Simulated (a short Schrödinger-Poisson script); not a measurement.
Stack: gated Al0.33Ga0.67N/GaN polarisation-induced gas, at 20 K.

```tsv
layer	material	thickness (nm)	Na (cm⁻³)
1	Al0.33Ga0.67N	15	-
2	GaN	6000	1e14
```

Constants are typed, rounded textbook-type inputs, not results; the design itself was drawn at random and stands for no fabricated device. Al0.33Ga0.67N: permittivity 9.3, conduction-band edge (eV) 0.462, gap (eV) 4.09, electron mass (mₑ) 0.24, Nv at 300 K (cm⁻³) 4.6e19. GaN: permittivity 9.5, conduction-band edge (eV) 0, gap (eV) 3.43, Nv at 300 K (cm⁻³) 4.6e19.

Channel valleys (confinement mass, in-plane density-of-states mass, number): Γ 0.2, 0.2, 1. At the gate the conduction-band edge of layer 1 lies 1.27 eV − eVg above the Fermi level of the channel; the field vanishes at the back. Sheet of polarisation charge: +1.6e13 e/cm² at 15 nm from the gate. The barrier under the gate holds no holes. Gaps are held at their typed values at every temperature. Mesh 0.08 nm at interfaces.

From a short Schrödinger-Poisson script (our own, NumPy): 1D Poisson equation in equilibrium, electrons quantum, Hartree (BenDaniel-Duke, 40 states a valley, the channel's in-plane mass for all, wave functions free to enter the barrier), parabolic valleys, classical holes, full ionisation, no traps, pinning or gate leakage.

The same stack at other levels of the model or other numerical settings:

```csv
run,sheet density of all electrons at Vg = 0.5 V (cm⁻²),sheet density of all electrons at Vg = -2.5 V (cm⁻²),capacitance at Vg = 0.5 V (μF/cm²),centroid of the channel electrons at Vg = 0.5 V (nm),rough cost against the base
base,1.35e13,3.92e12,0.522,1.76,about 1
"electrons treated as classical, Boltzmann",?,4.53e12,0.546,0.13,0.02
"electrons treated as classical, Fermi-Dirac",1.35e13,4.05e12,0.508,1.54,0.10
"electrons treated as quantum, Hartree plus LDA exchange-correlation",1.36e13,4.03e12,0.524,1.61,2
mesh six times as coarse,1.35e13,3.92e12,0.522,?,0.3
one subband a valley,1.34e13,3.92e12,0.518,?,0.4
```

Question: Some entries are withheld; supply them.

Answer: 
- one subband a valley, centroid of the channel electrons at Vg = 0.5 V (nm): 1.43
- electrons treated as classical, Boltzmann, sheet density of all electrons at Vg = 0.5 V (cm⁻²): 1.47e13
- mesh six times as coarse, centroid of the channel electrons at Vg = 0.5 V (nm): 1.70

The classical rows ignore confinement, and Boltzmann statistics overrate the density once the band edge passes the Fermi level.
